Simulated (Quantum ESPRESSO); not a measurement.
**Short convergence ladders for TaN (P31m, 6 atoms in the cell)**

```
TaN
1.0
    5.23454     0.00000     0.00000
   -2.61727     4.53325     0.00000
    0.00000     0.00000     2.92932
Ta N
3 3
Direct
  0.00000   0.00000   0.01707
  0.33333   0.66667   0.50000
  0.66667   0.33333   0.50000
  0.39239   0.00000   0.00000
  0.60761   0.60761   0.00000
  0.00000   0.39239   0.00000
```

Base method: PBEsol, GBRV 1.5 ultrasoft (PBESOL) pseudopotentials (plane waves; Quantum ESPRESSO).

Base settings: ecutwfc = 40 Ry; ecutrho = 320 Ry; occupations = smearing; smearing = fd; degauss = 0.0073499 Ry; potentials = {Ta: ta_pbesol_v1.uspp.F.UPF, N: n_pbesol_v1.2.uspp.F.UPF}; K_POINTS = automatic 4 4 5 0 0 0; conv_thr = 1e-10 Ry; mixing_beta = 0.3.

The count of work is k-points × plane waves × bands × iterations; it is no time. 

**The k-point mesh**

The second cell is the first with its lattice scaled by 0.98.

Only quantities that move along the ladder and can be compared are tabulated.

| K_POINTS | free energy less the last step's (meV/atom) | energy of the compressed cell less the first (meV/atom) | pressure (GPa) | largest difference of a force vector from the last step's (eV/Å) | count of work / last |
|---|---|---|---|---|---|
| automatic 1 1 2 0 0 0 | 303.63 | 27.60 | -5.25 | 0.886 | 0.0075 |
| automatic 2 2 3 0 0 0 | 56.31 | 2.37 | -10.49 | 0.332 | 0.014 |
| automatic 3 3 5 0 0 0 | 3.78 | 0.27 | -11.14 | 0.039 | 0.038 |
| automatic 4 4 5 0 0 0 | -0.01 | 0.31 | -11.12 | 0.037 | 0.049 |
| automatic 4 4 7 0 0 0 | 2.65 | 0.07 | -11.16 | 0.012 | 0.071 |
| automatic 5 5 8 0 0 0 | 0.34 | -0.36 | -11.26 | 0.021 | 0.11 |
| automatic 12 12 18 0 0 0 | 0.00 | -0.42 | -11.27 | 0.000 | 1.0 |

Coarsest K_POINTS that holds the pressure within 0.1 GPa of the last step, with all finer ones: automatic 5 5 8 0 0 0, at 0.11 of the last step's count of work; the step before is off by 0.11 GPa.

Coarsest K_POINTS that holds the free energy within 1 meV/atom of the last step, with all finer ones: automatic 5 5 8 0 0 0, at 0.11 of the last step's count of work; the step before is off by 2.6 meV/atom.

Coarsest K_POINTS that holds the forces within 0.01 eV/Å: not settled: the last two steps still differ by 0.021 eV/Å, over half the tolerance, so the ladder does not show it.

The energy difference between the two cells stays within 1 meV/atom of the last step's from automatic 3 3 5 0 0 0 on, the total only from automatic 5 5 8 0 0 0 on: much of the error is common to both cells and cancels.

**The k-point mesh at a smearing width of 0.02 eV**

In this ladder: degauss = 0.00147 Ry.

Only quantities that move along the ladder and can be compared are tabulated.

```csv
K_POINTS,free energy less the last step's (meV/atom),pressure (GPa),largest difference of a force vector from the last step's (eV/Å),count of work / last
automatic 3 3 4 0 0 0,16.76,-10.97,0.054,0.027
automatic 4 4 6 0 0 0,5.42,-11.18,0.011,0.046
automatic 6 6 8 0 0 0,-0.64,-11.33,0.016,0.11
automatic 8 8 12 0 0 0,0.48,-11.29,0.004,0.23
automatic 14 14 22 0 0 0,0.00,-11.30,0.000,1.0
```

Coarsest K_POINTS that holds the pressure within 0.2 GPa of the last step, with all finer ones: automatic 4 4 6 0 0 0, at 0.046 of the last step's count of work; the step before is off by 0.33 GPa.

Coarsest K_POINTS that holds the free energy within 5 meV/atom of the last step, with all finer ones: automatic 6 6 8 0 0 0, at 0.11 of the last step's count of work; the step before is off by 5.4 meV/atom.

Coarsest K_POINTS that holds the forces within 0.02 eV/Å of the last step, with all finer ones: automatic 4 4 6 0 0 0, at 0.046 of the last step's count of work; the step before is off by 0.054 eV/Å.

**The k-point mesh at a smearing width of 0.3 eV**

In this ladder: degauss = 0.02205 Ry.

Only quantities that move along the ladder and can be compared are tabulated.

```csv
K_POINTS,free energy less the last step's (meV/atom),pressure (GPa),largest difference of a force vector from the last step's (eV/Å),count of work / last
automatic 3 3 4 0 0 0,16.43,-10.29,0.025,0.026
automatic 4 4 6 0 0 0,0.75,-10.71,0.006,0.049
automatic 6 6 8 0 0 0,-0.16,-10.77,0.004,0.11
automatic 8 8 12 0 0 0,0.04,-10.77,0.001,0.23
automatic 14 14 22 0 0 0,0.00,-10.77,0.000,1.0
```

Coarsest K_POINTS that holds the forces within 0.02 eV/Å of the last step, with all finer ones: automatic 4 4 6 0 0 0, at 0.049 of the last step's count of work; the step before is off by 0.025 eV/Å.

Coarsest K_POINTS that holds the free energy within 5 meV/atom of the last step, with all finer ones: automatic 4 4 6 0 0 0, at 0.049 of the last step's count of work; the step before is off by 16 meV/atom.

Coarsest K_POINTS that holds the pressure within 0.05 GPa of the last step, with all finer ones: automatic 6 6 8 0 0 0, at 0.11 of the last step's count of work; the step before is off by 0.05 GPa.

On the base run: the starting cell comes from a database of computed structures (which also holds hypothetical and non-ambient phases and stackings), without a prior relaxation at this level. Its lattice was rescaled by up to half a per cent. One atom was moved a little off its site on purpose. Spin polarisation is off. In the base run, with a pressure of about -11 GPa the cell is away from its equilibrium volume at this level. Without a gap this mesh is coarse (it stands for a supercell whose shortest vector is 15 Å).
